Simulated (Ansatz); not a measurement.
# HgTe (P3₁21, No. 152, 6 atoms in the cell; start mp-358; a measured phase of this formula has another space group)

Method: r²SCAN (plane waves, PAW; Ansatz, an electronic-structure program).

Numerical settings: plane-wave cutoff 560 eV, 12×12×4 k mesh (along the axes of the cell as run), Fermi–Dirac smearing 0.01 eV, scalar-relativistic PAW data made under PBE.

Cell (relaxed at this level):

```
HgTe
1.0
    4.67863     0.00000     0.00000
   -2.33932     4.05181     0.00000
    0.00000     0.00000    10.38575
Hg Te
3 3
Direct
  0.30764   0.30764   0.00000
  0.69236   0.00000   0.33333
  0.00000   0.69236   0.66667
  0.48954   0.48954   0.50000
  0.51046   0.00000   0.83333
  0.00000   0.51046   0.16667
```

For HgTe (P3₁21, No. 152, 6 atoms in the cell; start mp-358; a measured phase of this formula has another space group), the band gap comes out as 0.97 eV and the smallest direct gap on the k points sampled comes out as 1.14 eV.

Spin–orbit coupling is not included; with these elements it can move the gap by several tenths of an eV or more.

Computed values are for the static lattice.

A start named mp-… is a Materials Project structure, which need not be a measured phase.
